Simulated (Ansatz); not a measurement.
The starting structures come from a database of crystals and need not be the phases stable at ambient conditions.

Inside the gap of an insulator the Bloch states are evanescent, with a wavenumber k + iκ along the transport direction.

Data:

```yaml
crystal:
  lattice:
    - [4.16811, 0.00000, 0.00000]
    - [0.00000, 6.83999, 0.00000]
    - [2.08406, 0.00000, 3.60969]
  atoms:
    - { symbol: In, position: [0.66667, 0.49980, 0.66667] }
    - { symbol: In, position: [0.33333, 0.99980, 0.33333] }
    - { symbol: P, position: [0.66667, 0.12520, 0.66667] }
    - { symbol: P, position: [0.33333, 0.62520, 0.33333] }
```

The cell is taken as given.

Transport runs along the normal of the first two printed cell vectors, the (100) plane of the conventional cell.

The gap is the functional's own. No spin-orbit coupling. Mid-gap values are those at the computed energy nearest the middle.

Compute, with r2SCAN (Ansatz, a program for electronic structure), the band gap and the smallest decay constant κ at mid-gap.

Gap 1.11 eV on a 8×6×8 mesh; κ = 0.075 1/Å, at the zone centre.
